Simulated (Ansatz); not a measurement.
cubic KTaO3 (0 0 1) on zinc-blende InP (0 0 1) (film strained to the substrate, started from cuts of the bulks and a machine-learned relaxation; slabs In6P5 and K2Ta3O8, which can lie off the formulas)

A periodic stack without vacuum, cubic KTaO3 (0 0 1) on zinc-blende InP (0 0 1) (film strained to the substrate, started from cuts of the bulks and a machine-learned relaxation; slabs In6P5 and K2Ta3O8, which can lie off the formulas): substrate slab In6P5, film K2Ta3O8, surface cells [[1, 0], [1, 1]] and [[0, 1], [-1, 0]], film strained by +4.7 and +4.7 %, outermost planes In/In and OTa/OTa as cut, which need not be the usual terminations and can put a slab off its formula.

The start was prepared with a machine-learned potential, and the result is one local minimum, with the in-plane cell held and forces under 0.04 eV/Å; the film can end far from its bulk form.

Level of theory: PBE (plane waves to 420 eV, PAW; Ansatz, a quantum-chemistry and plane-wave program). No spin–orbit coupling; PBE gaps are too small against experiment. Its k-point mesh 6×6×1, Fermi–Dirac width 0.05 eV.

interface area: 17.8 Å²
period: 28.06 Å
heights between the nearest atoms of the two slabs at the two interfaces: 2.65 and 2.62 Å
In–Ta contacts across the interfaces within 1.22 times the sum of covalent radii: 2, mean 2.95 Å
spin-polarised check at this geometry: falls back to no moment

```yaml
crystal:
  lattice:
    - [4.21428, 0.00009, -0.03539]
    - [0.00069, 4.21353, 0.08417]
    - [0.81567, -0.13666, 28.05978]
  atoms:
    - { symbol: In, position: [0.06059, 0.96695, 0.15282] }
    - { symbol: In, position: [0.56219, 0.64410, 0.04896] }
    - { symbol: In, position: [0.02950, 0.94516, 0.36525] }
    - { symbol: In, position: [0.54510, 0.45893, 0.25903] }
    - { symbol: In, position: [0.84877, 0.93273, 0.57596] }
    - { symbol: In, position: [0.51909, 0.43330, 0.47147] }
    - { symbol: P, position: [0.05986, 0.47310, 0.09833] }
    - { symbol: P, position: [0.03783, 0.45098, 0.31214] }
    - { symbol: P, position: [0.55286, 0.96491, 0.20592] }
    - { symbol: P, position: [0.01166, 0.43408, 0.52594] }
    - { symbol: P, position: [0.52218, 0.93909, 0.41838] }
    - { symbol: K, position: [0.12562, 0.35210, 0.74103] }
    - { symbol: Ta, position: [0.59140, 0.83850, 0.67380] }
    - { symbol: O, position: [0.15448, 0.87889, 0.67048] }
    - { symbol: O, position: [0.62923, 0.40324, 0.67198] }
    - { symbol: O, position: [0.63717, 0.89812, 0.74270] }
    - { symbol: K, position: [0.14812, 0.37882, 0.88505] }
    - { symbol: Ta, position: [0.66491, 0.83743, 0.81301] }
    - { symbol: O, position: [0.11068, 0.87065, 0.81330] }
    - { symbol: O, position: [0.63218, 0.39161, 0.81276] }
    - { symbol: O, position: [0.60140, 0.86688, 0.88335] }
    - { symbol: Ta, position: [0.65890, 0.91384, 0.95219] }
    - { symbol: O, position: [0.09396, 0.87578, 0.95396] }
    - { symbol: O, position: [0.61811, 0.35141, 0.95577] }
```
